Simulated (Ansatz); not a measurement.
We consider LiNbO3 (R-3, No. 148, 10 atoms in the cell; start mp-1078377; a measured phase of this formula has another space group), described by LDA (plane waves, PAW; Ansatz, a first-principles code).

Run with plane-wave cutoff 520 eV, 8×8×8 k mesh, Fermi–Dirac smearing 0.01 eV, no spin polarisation, scalar-relativistic PAW data made under PBE.

Cell (relaxed at this level):

```xyz
10
Lattice="2.5725 1.4852 4.6194 -2.5725 1.4852 4.6194 0.0000 -2.9705 4.6194" Properties=species:S:1:pos:R:3 pbc="T T T"
Li     0.0000     0.0000     8.9144
Li     0.0000     0.0000     4.9438
Nb     0.0000     0.0000    11.8622
Nb     0.0000     0.0000     1.9960
O     -1.0191    -1.5988     5.8358
O      1.0191     1.5988     8.0224
O      1.8942    -0.0832     5.8358
O     -1.8942     0.0832     8.0224
O     -0.8751     1.6820     5.8358
O      0.8751    -1.6820     8.0224
```

Problem. What does this level give for the band gap and Γ–Γ gap?

Solution. 
* **band gap**: 3.97 eV (on the SCF k mesh)
* **Γ–Γ gap**: 4.63 eV

Note: the relaxation could not lower the start's symmetry, so the cell can be a saddle point above a distorted one.

Spin–orbit coupling is not included.

Static lattice: no zero-point or thermal effects.

A start named mp-… is a Materials Project structure, which need not be a measured phase.
